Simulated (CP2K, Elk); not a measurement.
A CP2K input for a self-consistent single point of HfO2 (Fm-3m, 3 atoms in the cell) (DFT LDA (Pade form), GPW, DZVP-MOLOPT-SR-GTH basis, GTH-PADE potentials (GTH_POTENTIALS)):

```
&GLOBAL
  PROJECT scf
  RUN_TYPE ENERGY_FORCE
  PRINT_LEVEL MEDIUM
&END GLOBAL
&FORCE_EVAL
  METHOD Quickstep
  STRESS_TENSOR ANALYTICAL
  &DFT
    BASIS_SET_FILE_NAME BASIS_MOLOPT
    POTENTIAL_FILE_NAME GTH_POTENTIALS
    &QS
      METHOD GPW
      EPS_DEFAULT 1E-10
    &END QS
    &MGRID
      CUTOFF 500
      REL_CUTOFF 50
      NGRIDS 5
    &END MGRID
    &SCF
      SCF_GUESS ATOMIC
      EPS_SCF 1E-6
      MAX_SCF 100
      ADDED_MOS 5
      &DIAGONALIZATION
        ALGORITHM STANDARD
      &END DIAGONALIZATION
      &MIXING
        METHOD BROYDEN_MIXING
        ALPHA 0.2
        NBUFFER 8
        BETA 1.5
      &END MIXING
    &END SCF
    &KPOINTS
      SCHEME MONKHORST-PACK 12 12 12
      GAMMA_CENTERED T
    &END KPOINTS
    &XC
      &XC_FUNCTIONAL PADE
      &END XC_FUNCTIONAL
    &END XC
    &PRINT
      &MO
        EIGENVALUES T
        OCCUPATION_NUMBERS T
        NDIGITS 8
        FILENAME mo
        &EACH
          QS_SCF 0
        &END EACH
        ADD_LAST NUMERIC
      &END MO
      &MULLIKEN ON
      &END MULLIKEN
    &END PRINT
  &END DFT
  &SUBSYS
    &CELL
      A 3.49671700 0.00000000 0.00000000
      B 1.74835800 3.02824500 0.00000000
      C 1.74835800 1.00941500 2.85505700
      PERIODIC XYZ
    &END CELL
    &COORD
      SCALED
      Hf       0.00000000     0.00000000     0.00000000
      O        0.75000000     0.75000000     0.75000000
      O        0.25000000     0.25000000     0.25000000
    &END COORD
    &KIND Hf
      BASIS_SET DZVP-MOLOPT-SR-GTH
      POTENTIAL GTH-PADE-q12
    &END KIND
    &KIND O
      BASIS_SET DZVP-MOLOPT-SR-GTH
      POTENTIAL GTH-PADE-q6
    &END KIND
  &END SUBSYS
  &PRINT
    &FORCES ON
    &END FORCES
    &STRESS_TENSOR ON
    &END STRESS_TENSOR
  &END PRINT
&END FORCE_EVAL
```

Write the same calculation as an input for Elk.

One input that does it (others would too):

```
tasks
  0

rgkmax
  7.5

gmaxvr
  14.0

nxlo
  2

lorbcnd
  .true.

rmtscf
  0.82

lmaxi
  2

stype
  0

swidth
  0.0001

maxscl
  100

scale
  1.889726125

avec
    0.0000000000    2.4725520000    2.4725520000
    2.4725520000    0.0000000000    2.4725520000
    2.4725520000    2.4725520000    0.0000000000

sppath
  './'

atoms
  2
  'Hf.in'
  1
  0.0000000000  0.0000000000  0.0000000000    0.0 0.0 0.0
  'O.in'
  2
  0.7500000000  0.7500000000  0.7500000000    0.0 0.0 0.0
  0.2500000000  0.2500000000  0.2500000000    0.0 0.0 0.0

ngridk
  12 12 12
```

Basis, cutoffs, solver keys and any potentials are the target program's own. This input uses DFT, LDA (PW92), all-electron FP-LAPW, Elk's shipped species files, APW+lo basis with extra local orbitals. LDA parametrisations can differ slightly between programs. Both were run: gap on the mesh 3.827 eV in CP2K and 3.724 in Elk.

On Elk: the starting cell comes from a database of computed structures (which also holds hypothetical and non-ambient phases and stackings), without a prior relaxation at this level. Its lattice was rescaled by a random factor within 2.5 % of one. Spin-orbit coupling is off. Values depend on the basis (sphere radii, cutoffs, local orbitals), which need not be converged.

On CP2K: the starting cell comes from a database of computed structures (which also holds hypothetical and non-ambient phases and stackings), without a prior relaxation at this level. Its lattice was rescaled by a random factor within 2.5 % of one. Spin-orbit coupling is off. Values carry the incompleteness of an atom-centred basis.
